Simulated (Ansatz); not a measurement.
For MgIn2O4 (model structure, started from the defect chalcopyrite type, I-4, No. 82, 7 atoms in the cell), PBE (plane waves, PAW; Ansatz, a first-principles code) gives:

```
Property                     Result
-------------------  --------------
lattice parameter a         4.837 Å
c axis length               9.982 Å
formation enthalpy   -1.665 eV/atom
```

Question: What does PBE-D3(BJ) in Ansatz (PAW) give for the same quantities?

Answer: 
- lattice constant a: 4.776 Å (shrinks by 1.3 %)
- lattice parameter c: 9.961 Å (decreases by 0.2 %)
- formation enthalpy: -1.695 eV/atom (moves by -0.030 eV/atom)

Changes are worked out from the printed values.

Unless a cell is named, each level is at its own relaxed cell (PBE 16.68, PBE-D3(BJ) 16.23 Å³/atom).

Levels without +SOC leave out spin–orbit coupling, which shifts energies and cells of such heavy elements.

Ansatz's density-functional and Hartree–Fock values are scalar-relativistic unless marked +SOC, with PAW data made under PBE.

A model structure was made by putting elements into a prototype or built by hand; it is no filed structure, need not be a known phase, and can be a saddle point held by its symmetry.
